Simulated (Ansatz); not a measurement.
Cells marked so need not be the phases stable at ambient conditions, and some may be hypothetical.

 Where the default PAW files enter, the runs use the earlier of Ansatz's two default sets.

By PBEsol, each system below comes out a metal.

G/A = (e²/h) × open channels of both spins per area, as a mean over 0.1 eV about the Fermi level, without spin-orbit coupling, for the cells as given.

A. Si3Mo5 (I4/mcm, not sure to be the ambient phase, 16 atoms a cell, 14.2 Å³ an atom, -3 GPa at this level), current normal to (100)
B. Cu (P6_3/mmc, not sure to be the ambient phase, 4 atoms a cell, 11.5 Å³ an atom, -2 GPa at this level), current normal to (001)
C. Ni₂Ge (P6_3/mmc, not sure to be the ambient phase, 6 atoms a cell, 11.5 Å³ an atom), current normal to (001)

Put the candidates in order of ballistic conductance per area, lowest first, for PBEsol in Ansatz (an electronic-structure program).

A (0.50 × 10¹⁵ S/m²), C (0.77 × 10¹⁵ S/m²), B (1.1 × 10¹⁵ S/m²)
